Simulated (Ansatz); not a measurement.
N on the 1x1 (0001) surface of corundum (cut with top plane Al), one in a 1x1 cell, started at the site 'top O'

Host crystal: corundum, with a band gap (PBE, scalar-relativistic without spin-orbit coupling).

Computed with PBE (plane waves to 420 eV, PAW; Ansatz, a quantum-chemistry and plane-wave program).

Slab: 21 atoms, 6.7 Å thick at the start under the adsorbate (thin: gaps and levels are the slab's own); k 6x6x1, smearing 0.01 eV, dipole-corrected; 9 atoms held, the rest relaxed; no symmetry held; spin-polarised, ending with about 1.0 μB a cell; orders that need a larger cell were not tried, no spin-orbit, no U, no dispersion correction. At the end it is bonded to Al + O. In PBE it is, or lies within 0.03 eV of, the lowest of the starts that converged.

| Property | Value |
|---|---|
| energy of the end state, in which the adsorbate paired with a surface O atom, against ½ N2(g) | 4.01 eV |
| gap of the slab on its k-mesh | 1.69 eV |
| highest filled level below the top vacuum level | 6.23 eV |
| change of the step from the bottom to the top vacuum level, against the clean slab | 0.81 eV |
| energy released by relaxation | 1.69 eV |
| height of the binding atom over the mean of the host atoms within 0.3 Å of the top one | 0.865 Å |
| magnetic moment of the cell | 1.00 μB |
| largest move of a host atom | 0.53 Å |
| caution | the clean host was not checked against rearrangement in a larger or rattled cell |
| cost | around 18 core-minutes (rough) |

A negative adsorption energy means that the adsorbate is more stable on the surface than in its reference.
